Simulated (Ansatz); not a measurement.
A self-consistent single point of MnTc2 (Fd-3m, 6 atoms in the cell) with Ansatz (an electronic-structure program).

Method: PBE (plane waves, PAW; Ansatz).

```xyz
6
Lattice="0.0000 3.7701 3.7701 3.7701 0.0000 3.7701 3.7701 3.7701 0.0000" Properties=species:S:1:pos:R:3 pbc="T T T"
Tc     0.9425     0.9425     0.9425
Tc     0.9425     2.8275     2.8275
Tc     2.8275     0.9425     2.8275
Tc     2.8275     2.8275     0.9425
Mn     5.6551     5.6551     5.6551
Mn     3.7701     3.7701     3.7701
```

Reference input (self-consistent single point, DFT, PBE, plane waves, default PAW files): kpoints.mp_grid.grid = 5 5 5; hamiltonian.xc = pbe; hamiltonian.pseudopotentials = {kind: paw} (the program's default PAW files); magnetization.spin_polarized = true; scf.occupations.method = cold; scf.occupations.width = 0.0147 Ry. This run's input differs from it in these lines:

Ansatz 0.2 input:
```diff
@@ -11,4 +11,4 @@
     - { symbol: Tc, position: [0.125000, 0.125000, 0.625000] }
-    - { symbol: Mn, position: [0.750000, 0.750000, 0.750000], spin: 4.0 }
-    - { symbol: Mn, position: [0.500000, 0.500000, 0.500000], spin: 4.0 }
+    - { symbol: Mn, position: [0.750000, 0.750000, 0.750000] }
+    - { symbol: Mn, position: [0.500000, 0.500000, 0.500000] }
 kpoints:
@@ -18,4 +18,2 @@
   pseudopotentials: { kind: paw }
-magnetization:
-  spin_polarized: true
 scf:
```

Log, with long lists cut:

```
SCF iter   1: F=—  HF=-29389.008890 eV  |F-HF|=—  |Δ(HF+E_count)|=         —  Δρ=2.75e-1  dr2=1.19e2  ethr=3.10e-3  ⟨swp⟩=3.9  Hψ=1537  notcnv=0
all-band conjugate gradients solve this SCF's bands
preconditioner: auto → Kerker (q_TF=auto, 2.650 Å⁻¹)
SCF iter   2: F=—  HF=-29384.681047 eV  |F-HF|=—  |Δ(HF+E_count)|=    4.33e0  S|Δr|=    0.00e0  Δρ=9.67e-2  dr2=1.55e1  ethr=3.10e-3  ⟨swp⟩=2.2  Hψ=889  notcnv=0  defer=10
   [... lines left out ...]
SCF iter   8: F=—  HF=-29384.094984 eV  |F-HF|=—  |Δ(HF+E_count)|=   6.50e-6  S|Δr|=    0.00e0  Δρ=6.44e-5  dr2=7.57e-6  ethr=3.22e-8  ⟨swp⟩=2.0  Hψ=621  notcnv=0  defer=3
SCF iter   9: F=—  HF=-29384.094984 eV  |F-HF|=—  |Δ(HF+E_count)|=   2.52e-7  S|Δr|=    0.00e0  Δρ=1.12e-5  dr2=2.74e-7  ethr=8.41e-9  ⟨swp⟩=1.0  Hψ=537  notcnv=0  defer=3
SCF iter  10: F=-29384.094984 eV  HF=-29384.094984 eV  |F-HF|=6.69e-9  |Δ(HF+E_count)|=   1.24e-8  S|Δr|=    0.00e0  Δρ=2.76e-6  dr2=1.42e-8  ethr=1.11e-10  ⟨swp⟩=5.3  Hψ=1933  notcnv=0
SCF 1 converged in 10 iterations: F = -29384.094984 eV  dr2 = 1.42e-8
Stability not checked (fill_not_monotonic)
Free energy (F): -29384.094984 eV
Internal energy: -29384.155007 eV  (E = F + TS)
E sigma→0 (E₀):  -29384.114992 eV
Entropy (-TS):   0.060023 eV (10.004 meV/atom)
Fermi energy:    15.192398 eV
--- Forces (eV/Å), atoms counted from 1 ---
  atom   1  Tc     0.00000000     0.00000000     0.00000000
   [... zero for the other atoms too ...]
--- Stress (GPa, compression-positive) ---
      -32.830770       0.000000       0.000000
        0.000000     -32.830770       0.000000
        0.000000       0.000000     -32.830770
  P = ⅓ Tr σ = -32.8308 GPa (-328.308 kbar)
  The stress holds the Pulay correction. Without it, at fixed plane waves, as pw.x and ABINIT print it: P = -32.8396 GPa
```

The run converged in 10 iterations. Against the reference run the free energy goes up by 405 meV/atom, the pressure goes from -20.41 to -32.83 GPa and the net moment of 1.05 μB/atom is absent without spin.

The starting cell was generated: these elements placed on a structure prototype, without a prior relaxation; it need not be a known phase or ordering of this composition. Spin polarisation is off. With a pressure of about -33 GPa the cell is away from its equilibrium volume at this level. Ansatz's pressure includes its estimate of the finite-basis (Pulay) stress.
